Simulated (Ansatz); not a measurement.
# (5,5) silicon nanotube

Levels: PBE (plane waves to 420 eV, PAW; Ansatz, a quantum-chemistry and plane-wave program); r2SCAN (plane waves to 500 eV, PAW; Ansatz). Unmarked values and the geometry are of the first. Mesh 1×1×18. No spin polarisation. Periodic along z alone, with about 11 Å of vacuum beside it. A hypothetical model, rolled from the flat sheet. Only distortions within the start's symmetry and period were free. Buckling under compression is shut out by symmetry and the short period.

```
Quantity                                                                                                               Value
---------------------------------------------------------  -----------------------------------------------------------------
period along the axis (20 atoms)                                                                                     3.846 Å
mean diameter                                                                                                        10.70 Å
radii of the innermost and outermost atoms                                                                   5.07 and 5.63 Å
energy over the flat sheet                                                                                      +37 meV/atom
PBE gap                                                    0.49 eV, nearly direct, from k = 0.312 × 2π/c to k = 0.323 × 2π/c
electron mass along the axis (PBE)                                                                                   0.16 mₑ
hole mass along the axis (PBE)                                                                                       0.16 mₑ
valence and conduction edges under the vacuum level (PBE)                                                   4.75 and 4.26 eV
r2SCAN gap at this geometry                                                                                          0.56 eV
axial stiffness dF/dε                                                                                                 195 nN
```

```xyz
20
Lattice="22.0000 0.0000 0.0000 0.0000 22.5000 0.0000 0.0000 0.0000 3.8462" Properties=species:S:1:pos:R:3 pbc="T T T"
Si    15.9635    12.2981     1.9231
Si    16.1407    13.5355     3.8462
Si    14.3993    15.0152     3.8462
Si    13.8154    16.1204     1.9231
Si    11.5368    16.2941     1.9231
Si    10.4148    16.8451     3.8462
Si     8.4692    15.6464     0.0000
Si     7.2376    15.4328     1.9231
Si     6.3683    13.3194     1.9231
Si     5.4975    12.4226     3.8462
Si     6.0365    10.2019     3.8462
Si     5.8593     8.9645     1.9231
Si     7.6007     7.4848     1.9231
Si     8.1846     6.3796     3.8462
Si    10.4632     6.2059     3.8462
Si    11.5852     5.6549     1.9231
Si    13.5308     6.8536     1.9231
Si    14.7624     7.0672     3.8462
Si    15.6317     9.1806     3.8462
Si    16.5025    10.0774     1.9231
```
